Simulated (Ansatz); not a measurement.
The reference is AlRu in the CsCl type structure (space group Pm-3m, No. 221; relaxed with 0.1 eV smearing).

```
AlRu
1.0
    2.98315     0.00000     0.00000
    0.00000     2.98315     0.00000
    0.00000     0.00000     2.98315
Al Ru
1 1
Direct
  0.50000   0.50000   0.50000
  0.00000   0.00000   0.00000
```

Cartesian axes are those of the cell as printed.

Method: r2SCAN/PAW in Ansatz (a program for electronic structure), no SOC.

Before the change:

* **Shortest interatomic distance**: 258.3 pm

Modification: the cell is compressed by 2.00 % along z with no lateral relaxation, atoms relaxed at fixed cell.

### Question
Estimate the effect on the stress, shortest interatomic distance and energy relative to the base.

### Answer
The stress (xx, yy, zz, yz, xz, xy; compression positive) is (3.3, 3.3, 7.5, 0.0, 0.0, 0.0) GPa; the shortest interatomic distance falls by 1.7 pm (258.3 pm → 256.6 pm); the energy increases by 6.0 meV/atom.

The cells carry an imposed strain or load. Whether these cells are dynamically stable was not tested. All final runs are without spin polarisation.
